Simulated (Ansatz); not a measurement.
Ansatz (a first-principles code) run on NaLiZnS2 (P3m1, 5 atoms in the cell): self-consistent single point.

Level of theory: PBEsol, PAW files made with PBE (plane waves; Ansatz).

The change in words: lattice scaled by 0.98. Reference geometry:
```xyz
5
Lattice="3.9821 0.0000 0.0000 -1.9910 3.4486 0.0000 0.0000 0.0000 6.8239" Properties=species:S:1:pos:R:3 pbc="T T T"
Na     0.0000     0.0000     0.1785
Li     0.0000     2.2990     2.4337
Zn     1.9910     1.1495     4.1737
S      0.0000     2.2990     5.0074
S      1.9910     1.1495     1.8543
```

Reference input (self-consistent single point, DFT, PBEsol, plane waves, PAW files made with PBE): basis.ecutwfc = 30.9 Ry; kpoints.mp_grid.grid = 10 10 5; hamiltonian.xc = pbesol; hamiltonian.pseudopotentials = {kind: paw} (the program's default PAW files); scf.occupations.method = fixed. This run's input differs from it in these lines:

Ansatz 0.2 input:
```diff
@@ -2,11 +2,11 @@
   lattice:
-    - [3.98206000, 0.00000000, 0.00000000]
-    - [-1.99103000, 3.44856500, 0.00000000]
-    - [0.00000000, 0.00000000, 6.82385000]
+    - [3.90241900, 0.00000000, 0.00000000]
+    - [-1.95120900, 3.37959400, 0.00000000]
+    - [0.00000000, 0.00000000, 6.68737300]
   atoms:
-    - { symbol: Na, position_ang: [0.00000000, 0.00000000, 0.17851192] }
-    - { symbol: Li, position_ang: [-0.00000199, 2.29904448, 2.43372610] }
-    - { symbol: Zn, position_ang: [1.99103199, 1.14952052, 4.17367138] }
-    - { symbol: S, position_ang: [-0.00000199, 2.29904448, 5.00740937] }
-    - { symbol: S, position_ang: [1.99103199, 1.14952052, 1.85431300] }
+    - { symbol: Na, position_ang: [0.00000000, 0.00000000, 0.17494168] }
+    - { symbol: Li, position_ang: [-0.00000162, 2.25306379, 2.38505158] }
+    - { symbol: Zn, position_ang: [1.95121162, 1.12653021, 4.09019795] }
+    - { symbol: S, position_ang: [-0.00000162, 2.25306379, 4.90726118] }
+    - { symbol: S, position_ang: [1.95121162, 1.12653021, 1.81722674] }
 basis:
```

Output (repeated stretches shortened):

```
SCF iter   1: F=—  HF=-6735.916367 eV  |F-HF|=—  |Δ(HF+E_count)|=         —  Δρ=4.49e-2  dr2=2.25e0  ethr=3.10e-3  ⟨swp⟩=5.0  Hψ=6078  notcnv=0  defer=168
all-band conjugate gradients solve this SCF's bands
preconditioner: auto → Resta (q_TF=auto, 2.350 Å⁻¹)
SCF iter   2: F=—  HF=-6735.256069 eV  |F-HF|=—  |Δ(HF+E_count)|=   6.60e-1  Δρ=1.91e-2  dr2=7.16e-1  ethr=3.10e-3  ⟨swp⟩=2.4  Hψ=2886  notcnv=0  defer=171
   [... lines left out ...]
SCF iter   6: F=—  HF=-6734.978309 eV  |F-HF|=—  |Δ(HF+E_count)|=   4.41e-4  Δρ=2.85e-4  dr2=9.62e-5  ethr=6.41e-6  ⟨swp⟩=2.9  Hψ=2657  notcnv=0  defer=174
SCF iter   7: F=—  HF=-6734.978346 eV  |F-HF|=—  |Δ(HF+E_count)|=   3.70e-5  Δρ=1.03e-4  dr2=6.82e-6  ethr=2.67e-7  ⟨swp⟩=2.2  Hψ=2117  notcnv=0  defer=174
SCF iter   8: F=—  HF=-6734.978351 eV  |F-HF|=—  |Δ(HF+E_count)|=   5.42e-6  Δρ=5.38e-5  dr2=1.92e-6  ethr=1.89e-8  ⟨swp⟩=2.2  Hψ=2196  notcnv=0  defer=174
SCF iter   9: F=-6734.978351 eV  HF=-6734.978351 eV  |F-HF|=1.37e-8  |Δ(HF+E_count)|=   4.00e-8  Δρ=1.12e-5  dr2=6.90e-8  ethr=2.78e-10  ⟨swp⟩=11.7  Hψ=9791  notcnv=0
SCF 1 converged in 9 iterations: F = -6734.978351 eV  dr2 = 6.90e-8
Free energy (F): -6734.978351 eV
Internal energy: -6734.978351 eV  (E = F + TS)
E sigma→0 (E₀):  -6734.978351 eV
Fermi energy:    4.584672 eV
--- Forces (eV/Å), atoms counted from 1 ---
  atom   1  Na     0.00000000     0.00000000    -0.05161469
  atom   2  Li    -0.00000000    -0.00000000     0.03303642
  atom   3  Zn     0.00000000     0.00000000     0.13238019
  atom   4  S     -0.00000000    -0.00000000     0.08413181
  atom   5  S     -0.00000000    -0.00000000    -0.19784536
--- Stress (GPa, compression-positive) ---
        0.790653       0.000000      -0.000000
        0.000000       0.790653       0.000000
       -0.000000       0.000000       1.410735
  P = ⅓ Tr σ = 0.9973 GPa (9.973 kbar)
  The stress holds the Pulay correction. Without it, at fixed plane waves, as pw.x and ABINIT print it: P = 0.9615 GPa
```

The run converged in 9 iterations. Against the reference run the free energy falls by 4.3 meV/atom, the pressure goes from -2.09 to 1.00 GPa, the largest force goes from 0.146 to 0.198 eV/Å and the gap on the mesh goes from 1.694 to 1.939 eV.

The starting cell comes from a database of computed structures (which also holds hypothetical and non-ambient phases and stackings), without a prior relaxation at this level. For this run, on top of that: lattice scaled by 0.98. Ansatz's pressure includes its estimate of the finite-basis (Pulay) stress.
